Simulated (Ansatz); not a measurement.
## HgSe: energy against strain

HgSe (zinc blende, F-43m, 27.859 Å³/atom at rest) under an equal strain ε in the (001) plane with the normal axis free, as in a coherent film. LDA in Ansatz, a plane-wave DFT program (PAW, default set), 420 eV, 9×9×9 Γ-centred mesh, Fermi-Dirac smearing 0.05 eV; ions are relaxed within the symmetry of each cell.

Here s stands for strain and y for E less E0.

```
strain (%)  E less E0 (meV/atom)
----------  --------------------
-3.00                          ?
-1.50                       1.57
-1.00                       0.69
-0.50                       0.17
0.00                        0.00
0.50                        0.16
1.00                        0.66
1.50                        1.47
```

Fit y of the 7 rows that show it with a parabola. Least squares gives y = -0.002 - 0.0264·s + 0.6767·s². Residuals (row less fit): 0.010, -0.011, -0.010, 0.002, 0.006, 0.012, -0.011; standard error 0.013 (degrees of freedom: 4). Twice the quadratic coefficient over the volume, 2 × 0.6767 meV × 10⁴ × 0.1602 / 27.859 Å³, is twice the biaxial elastic modulus of this plane = 78 ± 0.6 GPa.

Problem. What does the fit predict for y at s = -3.00, and how far is the calculated value from it?

Solution. y = -0.002 - 0.0264 × (-3.0) + 0.6767 × (-3.0)² = 6.168 meV/atom. The calculation gives 6.50 meV/atom, 0.332 meV/atom above the prediction (5.1 % of the range of y in the table). The row lies outside the fitted rows, so this is an extrapolation. From the scatter of the fitted rows alone, a prediction at this place has a standard error of 0.048 meV/atom, so the miss is 6.9 times that.

One order more, fitted to all 13 runs of the series, follows each within 0.01, so the miss is the next term of a smooth law. This level leaves no gap over 0.05 eV at strain -3.00, -1.50, -1.00, -0.50, 0.00, 0.50, 1.00, 1.50, where the mesh may be coarse. Rows are the converged runs of the series near zero and its far end; series whose fitted rows scatter by over a few per cent of the range, as at a crossing or softening among them, aren't shown in this form. Most that stay on the fit to the last digits aren't either.
